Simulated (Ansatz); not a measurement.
**A computed series for Si: pressure series**

Consider Si in the diamond structure (space group Fd-3m, No. 227).

Si has the cubic space group Fd-3m, origin choice 1 (No. 227), the diamond structure, Pearson symbol cF8. Lattice parameters: a = 5.4443 Å, b = 5.4443 Å, c = 5.4443 Å, α = 90.00°, β = 90.00°, γ = 90.00°. Si on 8b has 4 Si at 2.357 Å (tetrahedral). (Neighbours: up to the widest gap in distance over summed covalent radii, below 1.35, at either atom.)
(The calculation used a cell of 2 atoms; values per cell refer to that cell.)

Cell and atoms are relaxed at each pressure.

The values are results of Ansatz (a first-principles code), r2SCAN, PAW, cutoff 500 eV, no spin-orbit coupling, not measurements.

Candidates:
(a) pressure 2.1 GPa
(b) pressure 9 GPa
(c) pressure −1 GPa
(d) pressure 30 GPa
(e) pressure 22.5 GPa

For the base:

```
Item        Value
--------  -------
Band gap  0.78 eV
```

Order them by band gap, highest first.

(c) pressure −1 GPa (0.79 eV), (a) pressure 2.1 GPa (0.74 eV), (b) pressure 9 GPa (0.62 eV), (e) pressure 22.5 GPa (0.43 eV), (d) pressure 30 GPa (0.34 eV)

Load acts through the strain it causes; cell and atoms are relaxed under it. Whether these cells are dynamically stable was not tested. Measured, Si leaves this structure (for the β-tin structure) near 12 GPa (room temperature; as listed in arXiv:1906.07825).
